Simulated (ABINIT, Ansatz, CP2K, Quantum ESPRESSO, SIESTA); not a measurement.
**One structure in several programs: HfN (Fm-3m, 2 atoms in the cell)**

Self-consistent single point.

```
CELL_PARAMETERS angstrom
      0.00000     2.26000     2.26000
      2.26000     0.00000     2.26000
      2.26000     2.26000     0.00000
ATOMIC_POSITIONS crystal
  Hf 0.00000 0.00000 0.00000
  N  0.50000 0.50000 0.50000
```

All programs got the same cell, k-point mesh and kind of occupations (in Ansatz's words: kpoints.mp_grid.grid = 10 10 10; scf.occupations.method = gaussian; scf.occupations.width = 0.272 eV); potentials, basis and cutoffs are each program's usual ones.

```json
[
 {"code": "SIESTA", "model": "GGA PBE, numerical atomic orbitals DZP, PseudoDojo PBE standard norm-conserving potentials (rewritten from UPF to PSML)", "pressure (GPa)": "7.02", "k-points": "560", "cutoff": "grid 400 Ry"},
 {"code": "ABINIT", "model": "PBE, norm-conserving pseudopotentials (PseudoDojo nc-sr-05 PBE standard)", "pressure (GPa)": "4.52", "k-points": "47", "cutoff": "42 Ha"},
 {"code": "CP2K", "model": "PBE, GPW, DZVP-MOLOPT-SR-GTH basis, GTH-PBE potentials (GTH_POTENTIALS)", "pressure (GPa)": "-0.65", "k-points": "504", "cutoff": "grid 500 Ry"},
 {"code": "Ansatz", "model": "PBE, default PAW files", "pressure (GPa)": "4.66", "k-points": "47", "cutoff": "420 eV"},
 {"code": "Quantum ESPRESSO", "model": "PBE, SSSP 1.1.2 efficiency (PBE) pseudopotentials", "pressure (GPa)": "4.33", "k-points": "47", "cutoff": "60 Ry"}
]
```

The spread over the programs that give each value: pressure within 7.67 GPa.

The starting cell has typed, rounded lattice constants, without a prior relaxation at this level. On Ansatz's run: Spin-orbit coupling is off. In the base run, with a pressure of about 5 GPa the cell is away from its equilibrium volume at this level.

### Question
Why do the programs differ, and what cannot be compared?

### Answer
Differences of this kind can come from the potentials, where these differ, and from what each basis and cutoff leave unconverged. The valence holds different numbers of electrons (SIESTA 17, ABINIT 17, CP2K 17, Ansatz (a program for electronic structure) 31, Quantum ESPRESSO 17). The zero of total energies and Fermi levels follows the potentials and each program's conventions, so they are not compared here. SIESTA and CP2K use small atom-centred bases, whose incompleteness enters pressures, forces and empty levels differently from a plane-wave cutoff. Ansatz's pressure is given at a fixed set of plane waves, as the other plane-wave codes print theirs; with its correction for the finite basis it is 5.15 GPa (the shift of 0.49 GPa shows how far the cutoff is from converged). The programs reduce the same mesh by symmetry to different extents, which changes the work and not the result. In the pressure, SIESTA (by 2.50) and CP2K (by 5.16) lie more than 1 GPa from the median of the plane-wave programs.

Left out of this page: GPAW, Elk and FLEUR (not drawn, or without a comparable value).

Keys are those of Ansatz 0.2.
